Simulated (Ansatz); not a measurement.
CO on the 1x1 (100) surface of monoclinic HfO2 (cut with top plane 2 O), one in a 1x1 cell, energies for each (27.9 Å²). Energies are against CO(g), without zero-point or thermal terms; each row is named by its start. No converged result for: 3 more starts.

Host crystal: monoclinic HfO2, with a band gap (PBE, scalar-relativistic without spin-orbit coupling).

Calculation: PBE (plane waves to 420 eV, PAW; Ansatz, a program for electronic structure).

Set-up: 26 atoms, 9.3 Å thick at the start under the adsorbate (thin: gaps and levels are the slab's own); mesh 4x4x1; 0.01 eV smearing; dipole correction on; 12 atoms held, the rest relaxed; each run with such symmetry as its start has; no spin, no spin-orbit, no U, no dispersion correction.

A negative adsorption energy means that the adsorbate is more stable on the surface than in its reference. Starts that drift may end in the same place. Heights count from the host atoms within 0.3 Å of the top one.

```csv
starting site,E_ads (eV),height (Å),nearest host atom (Å),bonded to,change of the vacuum step (eV),lateral drift (Å)
top O,-0.54,1.14,Hf 2.49,Hf,-0.85,2.7
hollow O-O-O over O at depth 6.8 Å,-0.54,1.14,Hf 2.49,Hf,-0.85,0.2
bridge O-O (span 5.2 Å),-0.54,1.14,Hf 2.49,Hf,-0.86,0.9
```
